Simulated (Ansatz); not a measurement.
Ansatz (a quantum-chemistry and plane-wave program) run on Na₂SnCSO₇ (P2_1/m, 24 atoms in the cell): self-consistent single point.

Method: r2SCAN-D4, default PAW files made with PBE (plane waves; Ansatz).

```yaml
crystal:
  lattice:
    - [5.49521, 0.00000, 0.00000]
    - [0.00000, 7.13077, 0.00000]
    - [-0.43840, 0.00000, 9.40114]
  atoms:
    - { symbol: Na, position: [0.76504, 0.49594, 0.78996] }
    - { symbol: Na, position: [0.23496, 0.50406, 0.21004] }
    - { symbol: Na, position: [0.23496, 0.99594, 0.21004] }
    - { symbol: Na, position: [0.76504, 0.00406, 0.78996] }
    - { symbol: Sn, position: [0.23345, 0.75000, 0.62597] }
    - { symbol: Sn, position: [0.76655, 0.25000, 0.37403] }
    - { symbol: C, position: [0.26317, 0.75000, 0.91734] }
    - { symbol: C, position: [0.73683, 0.25000, 0.08266] }
    - { symbol: S, position: [0.26807, 0.25000, 0.60648] }
    - { symbol: S, position: [0.73193, 0.75000, 0.39352] }
    - { symbol: O, position: [0.73386, 0.25000, 0.94812] }
    - { symbol: O, position: [0.26614, 0.75000, 0.05188] }
    - { symbol: O, position: [0.05429, 0.75000, 0.83851] }
    - { symbol: O, position: [0.94571, 0.25000, 0.16149] }
    - { symbol: O, position: [0.46340, 0.75000, 0.84369] }
    - { symbol: O, position: [0.53660, 0.25000, 0.15631] }
    - { symbol: O, position: [0.14060, 0.08122, 0.66306] }
    - { symbol: O, position: [0.85940, 0.91878, 0.33694] }
    - { symbol: O, position: [0.85940, 0.58122, 0.33694] }
    - { symbol: O, position: [0.14060, 0.41878, 0.66306] }
    - { symbol: O, position: [0.75483, 0.75000, 0.55480] }
    - { symbol: O, position: [0.24517, 0.25000, 0.44520] }
    - { symbol: O, position: [0.52967, 0.25000, 0.65339] }
    - { symbol: O, position: [0.47033, 0.75000, 0.34661] }
```

Reference input (self-consistent single point, DFT, PBEsol, plane waves, default PAW files made with PBE): kpoints.mp_grid.grid = 3 3 2; hamiltonian.xc = pbesol; hamiltonian.pseudopotentials = {kind: paw} (the program's default PAW files); scf.occupations.method = fermi_dirac; scf.occupations.width = 0.02 eV. This run's input differs from it in these lines:

Ansatz 0.2 input:
```diff
@@ -34,3 +34,4 @@
 hamiltonian:
-  xc: pbesol
+  xc: r2scan
+  dispersion: d4
   pseudopotentials: { kind: paw }
```

Output (repeated stretches shortened):

```
SCF iter   1: F=—  HF=-28311.460104 eV  |F-HF|=—  |Δ(HF+E_count)|=         —  Δρ=9.72e-3  dr2=3.40e-1  dr2_τ=1.89e0  ethr=1.77e-3  ⟨swp⟩=6.0  Hψ=3888  notcnv=0  defer=19
all-band conjugate gradients solve this SCF's bands
preconditioner: auto → Resta (q_TF=auto, 2.394 Å⁻¹)
SCF iter   2: F=—  HF=-28311.774471 eV  |F-HF|=—  |Δ(HF+E_count)|=   3.14e-1  Δρ=4.47e-3  dr2=3.22e-2  dr2_τ=1.05e-2  ethr=2.03e-4  ⟨swp⟩=2.5  Hψ=1504  notcnv=0  defer=124
   [... lines left out ...]
SCF iter   6: F=—  HF=-28311.773813 eV  |F-HF|=—  |Δ(HF+E_count)|=   2.28e-4  Δρ=4.85e-5  dr2=6.98e-6  dr2_τ=9.00e-7  ethr=3.13e-8  ⟨swp⟩=2.0  Hψ=1364  notcnv=0  defer=124
SCF iter   7: F=—  HF=-28311.773818 eV  |F-HF|=—  |Δ(HF+E_count)|=   4.69e-6  Δρ=1.14e-5  dr2=4.31e-7  dr2_τ=3.54e-8  ethr=4.16e-9  ⟨swp⟩=2.0  Hψ=1364  notcnv=0  defer=124
SCF iter   8: F=-28311.773818 eV  HF=-28311.773818 eV  |F-HF|=3.93e-9  |Δ(HF+E_count)|=   4.04e-7  Δρ=4.47e-6  dr2=6.14e-8  dr2_τ=7.94e-9  ethr=5.95e-11  ⟨swp⟩=12.2  Hψ=4753  notcnv=0
SCF 1 converged in 8 iterations: F = -28311.773818 eV  dr2 = 6.14e-8
Free energy (F): -28311.773818 eV
Internal energy: -28311.773818 eV  (E = F + TS)
E sigma→0 (E₀):  -28311.773818 eV
Fermi energy:    5.003557 eV
--- Forces (eV/Å), atoms counted from 1 ---
  atom   1  Na    -0.03773928    -0.03636640     0.04462103
  atom   2  Na     0.03773928     0.03636640    -0.04462103
  atom   3  Na     0.03773928    -0.03636640    -0.04462103
  atom   4  Na    -0.03773928     0.03636640     0.04462103
  atom   5  Sn    -0.17663584     0.00000000     0.39849077
  atom   6  Sn     0.17663584    -0.00000000    -0.39849077
  atom   7  C     -0.01931174    -0.00000000     0.41055578
  atom   8  C      0.01931174     0.00000000    -0.41055578
  atom   9  S     -0.00160627    -0.00000000     0.05252562
   [... lines left out ...]
  atom  24  O      0.88743163     0.00000000     0.12927442
--- Stress (GPa, compression-positive) ---
       -4.873114      -0.000000       0.024371
       -0.000000      -3.378959      -0.000000
        0.024370      -0.000000      -5.949907
  P = ⅓ Tr σ = -4.7340 GPa (-47.340 kbar)
  The stress holds the Pulay correction. Without it, at fixed plane waves, as pw.x and ABINIT print it: P = -4.7905 GPa
```

The run converged in 8 iterations. Against the reference run the pressure goes from -3.09 to -4.73 GPa, the largest force goes from 1.267 to 1.583 eV/Å and the gap on the mesh goes from 3.973 to 4.424 eV. The full log also holds: “WARN basis.ecutwfc = 500 eV, the default”.

The starting cell comes from a database of computed structures (which also holds hypothetical and non-ambient phases and stackings), without a prior relaxation at this level. Its lattice was rescaled by a random factor within 2.5 % of one. With a pressure of about -5 GPa the cell is away from its equilibrium volume at this level. Forces in this geometry exceed 1 eV/Å. Ansatz's pressure includes its estimate of the finite-basis (Pulay) stress.

Cost on one core of a shared machine: roughly 40 s.
